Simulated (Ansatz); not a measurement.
L1₂ (Cu3Au-type) Ni3Al, treated with PBEsol-D3(BJ) (Ansatz, an electronic-structure program, PAW).

Numerical settings: plane-wave cutoff 520 eV, 16×16×16 k mesh, Fermi–Dirac smearing 0.05 eV, spin-polarised with parallel moments, scalar-relativistic PAW data made under PBE.

Energies at three volumes about the minimum:

| V (Å³/atom) | E − E_lowest (meV/atom) |
|---|---|
| 10.346 | 3.13 |
| 10.557 | 0.00 |
| 10.768 | 2.69 |

Fit a parabola by hand: where is the minimum, and what is the bulk modulus?

Slopes: (0.00 − 3.13)/(10.557 − 10.346) = -14.834 and (2.69 − 0.00)/(10.768 − 10.557) = 12.749 meV/Å³. Curvature E″ = 2 × (12.749 − (-14.834))/(10.768 − 10.346) = 130.725 meV/Å⁶. From the middle of the first interval, the slope vanishes at V0 = 10.4515 − (-14.834)/130.725 = 10.565 Å³/atom. B = V0 E″ = 10.565 × 130.725 meV/Å³ × 0.1602 GPa per meV/Å³ = 221 GPa. The full Birch–Murnaghan fit to all volumes gives V0 = 10.561 Å³/atom and B0 = 220 GPa.

Measured, for comparison: bulk modulus 174 GPa (temperature not stated, no zero-point or thermal correction; as tabulated in Zarkevich et al. (2023), arXiv:2304.06869); equilibrium volume per atom 11.39 Å³/atom (temperature not stated, no zero-point or thermal correction; as tabulated in Tensorial elastic properties and stability of interface states associated with …). Computed (rounded) less measured: bulk modulus +26 %, equilibrium volume per atom -7.3 %.
